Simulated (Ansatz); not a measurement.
A computed series for AlRu: response to strain

Base system: AlRu in the CsCl type structure (space group Pm-3m, No. 221; a = 2.983 Å; relaxed with 0.1 eV smearing).

Strains are applied to the cell and any free atomic positions relax.

Level of theory: DFT with r2SCAN, PAW potentials and a 500 eV plane-wave cutoff in Ansatz (a quantum-chemistry and plane-wave program), spin-orbit coupling left out.

Notes on the quantities. energy relative to the base: free energy F.

```json
[
 {"change": "base", "energy relative to the base": "0 meV/atom", "pressure": "0.0 GPa", "volume per atom": "13.27 Å³"},
 {"change": "isotropic strain +0.50 %", "energy relative to the base": "+2.0 meV/atom", "pressure": "-3.2 GPa", "volume per atom": "13.47 Å³"},
 {"change": "isotropic strain +1.00 %", "energy relative to the base": "+7.9 meV/atom", "pressure": "-6.2 GPa", "volume per atom": "13.68 Å³"},
 {"change": "isotropic strain +1.50 %", "energy relative to the base": "+18 meV/atom", "pressure": "-8.9 GPa", "volume per atom": "13.88 Å³"},
 {"change": "isotropic strain +2.00 %", "energy relative to the base": "+31 meV/atom", "pressure": "-11.5 GPa", "volume per atom": "14.09 Å³"},
 {"change": "isotropic strain +2.50 %", "energy relative to the base": "(withheld)", "pressure": "(withheld)", "volume per atom": "14.29 Å³"},
 {"change": "isotropic strain +3.00 %", "energy relative to the base": "+67 meV/atom", "pressure": "-16.1 GPa", "volume per atom": "14.50 Å³"}
]
```

Some entries are withheld; estimate them.


- isotropic strain +2.50 %, energy relative to the base: +47 meV/atom
- isotropic strain +2.50 %, pressure: -13.9 GPa

No phonon test of stability was made. All final runs are without spin polarisation.
